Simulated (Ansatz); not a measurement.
Take Ge in the diamond structure (space group Fd-3m, No. 227; a = 5.676 Å) as the base. Axes: x, y, z lie along the cube axes.

Method: PBEsol/PAW in Ansatz (an electronic-structure program), no spin-orbit coupling.

Strains are applied to the cell and any free atomic positions relax; under biaxial strain the out-of-plane vector relaxes too.

One change was made to it. Results:

The pressure (mean of the normal stresses, compression positive) goes from zero to -1.2 GPa; the energy rises by 2.8 meV/atom; the shortest interatomic distance increases by 0.015 Å, from 2.458 Å to 2.473 Å.

What was done to the base?
A. isotropic strain −4.81 %
B. biaxial strain −0.55 %, plane normal [111], relaxed out of plane
C. uniaxial strain ε_xx = +4.94 %
D. uniaxial strain ε_xx = +1.88 %

D, uniaxial strain ε_xx = +1.88 %. For comparison, the energy relative to the base in the other runs: isotropic strain −4.81 % gives +120 meV/atom; biaxial strain −0.55 %, plane normal [111], relaxed out of plane gives +0.7 meV/atom; uniaxial strain ε_xx = +4.94 % gives +19 meV/atom.

No phonon test of stability was made.
